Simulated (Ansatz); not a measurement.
The starting structures come from a database of crystals and need not be the phases stable at ambient conditions.

By PBEsol, the system below comes out a metal.

Without scattering a metal conducts by its projected Fermi surface.

Input:

```
CELL_PARAMETERS angstrom
      3.10092     0.00000     0.00000
      0.00000     3.10092     0.00000
      1.55046    -1.55046     2.19268
ATOMIC_POSITIONS crystal
  W  0.00000 0.00000 0.00000
  C  0.50000 0.50000 0.00000
```

Space group of this cell: Fm-3m, rock salt. The cell is taken as given; by PBEsol its mean pressure is -10.1 GPa.

The current flows along the normal of the first two printed cell vectors, the (001) plane of the conventional cell. No spin-orbit coupling; the value is a mean over 0.1 eV about the Fermi level.

Question: Give the ballistic conductance per area that PBEsol (Ansatz, a first-principles code) yields.

Answer: 1.4 × 10¹⁵ S/m² for both spins.
